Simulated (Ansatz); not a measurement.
**Effect of Be → Nb on BeTe**

Consider BeTe in the zinc blende structure (space group F-43m, No. 216; a = 5.6046 Å).

Now apply this change: every Be is replaced by Nb, then cell and atoms are relaxed.

The values are results of PBEsol (Ansatz, an electronic-structure program), without spin-orbit coupling, earlier PAW set, not measurements. Settings: 13×13×13 k-points, 0.05 eV Fermi–Dirac smearing, for the changed cell.

* **Volume per atom**: 29.77 Å³ (base 22.01 Å³)
* **Density**: 6.15 g/cm³ (base 5.15 g/cm³)
* **Lattice parameter a**: 6.199 Å (base 5.605 Å)
* **Space group**: F-43m (No. 216) (base F-43m (No. 216))
* **Shortest interatomic distance**: 2.684 Å (base 2.427 Å)
* **Band gap**: zero (base 1.84 eV)

Final structure:

```
CELL_PARAMETERS angstrom
      0.00000     3.09944     3.09944
      3.09944     0.00000     3.09944
      3.09944     3.09944     0.00000
ATOMIC_POSITIONS crystal
  Te 0.25000 0.25000 0.25000
  Nb 0.00000 0.00000 0.00000
```

With Te present, leaving out spin-orbit coupling can change the band edges. No phonon test of stability was made. As relaxed here, NbTe is a hypothetical phase, not in the database extracts checked. All final runs are without spin polarisation. An odd electron count without spin: NbTe. NbTe has a high density of states at the Fermi level and may be magnetic at this level.
